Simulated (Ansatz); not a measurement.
**SrSnSe₃ in the cubic perovskite structure (space group Pm-3m, No. 221; a hypothetical phase, not in the database extracts checked)**

```xyz
5
Lattice="5.2706 0.0000 0.0000 0.0000 5.2706 0.0000 0.0000 0.0000 5.2706" Properties=species:S:1:pos:R:3 pbc="T T T"
Sr     0.0000     0.0000     0.0000
Sn     2.6353     2.6353     2.6353
Se     0.0000     2.6353     2.6353
Se     2.6353     2.6353     0.0000
Se     2.6353     0.0000     2.6353
```

Computed with r2SCAN, PAW, 500 eV (Ansatz, a program for electronic structure; without spin-orbit coupling). Settings: 9×9×9 k-points, 0.05 eV Fermi–Dirac smearing.

| Item | Result |
|---|---|
| Volume per atom | 29.28 Å³ |
| Density | 5.03 g/cm³ |
| Band gap | zero |
| Total energy | -5206.483 eV/atom (σ→0; compares only within this code and set-up) |

Stability against distortions was not tested. All final runs are without spin polarisation. Many cubic perovskites are stable only at high temperature; tilts and polar distortions were not tested.
